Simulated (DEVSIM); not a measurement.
Structure: abrupt In0.53Ga0.47As p-n junction, at 350 K.

Layer 1 from the left is In0.53Ga0.47As, thickness (μm) 1.80, Na (cm⁻³) 3.6e17, τn (s) 2e-9, τp (s) 2e-9. Layer 2 from the left is In0.53Ga0.47As, thickness (μm) 3.70, Nd (cm⁻³) 8.5e16, τn (s) 2e-9, τp (s) 2e-9.

Left contact: ohmic. Right contact: ohmic. Voltage is applied to the left contact. Recombination: SRH at mid-gap. Mobility is constant in doping.

The device is made up for the run: typed textbook-type constants, with dimensions and the other settings drawn at random. Values at 300 K; Nc and Nv go as T^1.5, mobilities as T to minus their exponent, the gap by Varshni's rule with the affinity fixed.

In0.53Ga0.47As: gap (eV) 0.74, affinity (eV) 4.51, permittivity 13.9, Nc (cm⁻³) 2.1e17, Nv (cm⁻³) 7.7e18, μn (cm²/Vs) 12000, μp (cm²/Vs) 300, T exponent of μn 1.6, T exponent of μp 1.6, Varshni α (eV/K) 0.00035, Varshni β (K) 190.

Simulated with DEVSIM: 1D drift-diffusion, Boltzmann statistics, complete ionisation; no tunnelling, impact ionisation, image-force lowering or self-heating.

Q: What does the simulation give for the dark forward voltage at 100 A/cm², the potential step across the device at zero bias, the largest field in the device at zero bias, the dark forward voltage at 1 A/cm²?

A: dark forward voltage at 100 A/cm² 0.425 V; potential step across the device at zero bias 0.591 V; largest field in the device at zero bias 98000 V/cm; dark forward voltage at 1 A/cm² 0.282 V.
